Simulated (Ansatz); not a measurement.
The parent structure is ZnCu in the CsCl type structure (space group Pm-3m, No. 221; a = 2.964 Å; relaxed with 0.1 eV smearing).

All numbers come from Ansatz (an electronic-structure program) PBE, spin-orbit coupling left out.

For the base:

- Pressure = 0.0 GPa

Modification: the cell is scaled by 1.0100 in all directions; the atoms relax in the strained cell.

### Question
Predict the new energy relative to the base and pressure.

### Answer
The energy goes up by 4.0 meV/atom; the pressure goes from zero to -3.2 GPa.

Stability against distortions was not tested. The final runs are not spin-polarised.
